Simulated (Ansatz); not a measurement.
Base system: K2Se in the anti-fluorite structure (space group Fm-3m, No. 225; a = 7.610 Å).

The change: cell and atoms relaxed at a pressure of 10 GPa.

Method: DFT with PBEsol, PAW potentials and a 420 eV plane-wave cutoff in Ansatz (a first-principles code), scalar-relativistic without spin-orbit coupling.

Base, band edges from the VBM (valence, conduction): X 0.00, 3.29; W -0.02, 3.53; L -0.04, 4.55; Γ -0.16, 2.11; K -0.01, 3.55; U -0.01, 3.55 eV.

Q: Give the band edges at the high-symmetry points of the new zone, measured from its valence-band maximum.

A: 
| point | valence edge (eV) | conduction edge (eV) |
|---|---|---|
| Γ | -0.58 | 2.73 |
| X | 0.00 | 3.12 |
| U | -0.07 | 3.37 |
| K | -0.07 | 3.37 |
| L | -0.24 | 4.96 |
| W | -0.02 | 3.33 |

The gap is 2.73 eV, indirect, X → Γ.

Load acts through the strain it causes; cell and atoms are relaxed under it. Stability against distortions was not tested. Competing high-pressure phases were not computed.
